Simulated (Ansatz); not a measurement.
LiSiN (model structure, started from the NaSnP type, P6₃mc, No. 186, 6 atoms in the cell) was calculated with r²SCAN (PAW; Ansatz, an electronic-structure program).

Numerical settings: plane-wave cutoff 560 eV, 12×12×4 k mesh (along the axes of the cell as run), Fermi–Dirac smearing 0.01 eV, scalar-relativistic PAW data made under PBE.

Cell (relaxed at this level):

```yaml
crystal:
  lattice:
    - [2.82271, 0.00000, 0.00000]
    - [-1.41135, 2.44454, 0.00000]
    - [0.00000, 0.00000, 9.25569]
  atoms:
    - { symbol: Li, position: [0.33333, 0.66667, 0.27093] }
    - { symbol: Li, position: [0.66667, 0.33333, 0.77093] }
    - { symbol: Si, position: [0.00000, 0.00000, 0.01519] }
    - { symbol: Si, position: [0.00000, 0.00000, 0.51519] }
    - { symbol: N, position: [0.33333, 0.66667, 0.60469] }
    - { symbol: N, position: [0.66667, 0.33333, 0.10469] }
```

### Question
Predict the band gap, direct gap at Γ and bulk modulus B0.

### Answer

band gap: 1.32 eV (on the SCF k mesh)
direct gap at Γ: 5.67 eV
bulk modulus B0: 99.8 GPa

Note: the bulk modulus is −V dP/dV from two relaxed cells at ±2 % in volume; the relaxation could raise the start's symmetry but not lower it, so the cell can be a saddle point.

Computed values are for the static lattice.

The result took roughly 2.4 core-minutes.

A model structure was made by putting elements into a prototype or built by hand; it is no filed structure, need not be a known phase, and can be a saddle point held by its symmetry.
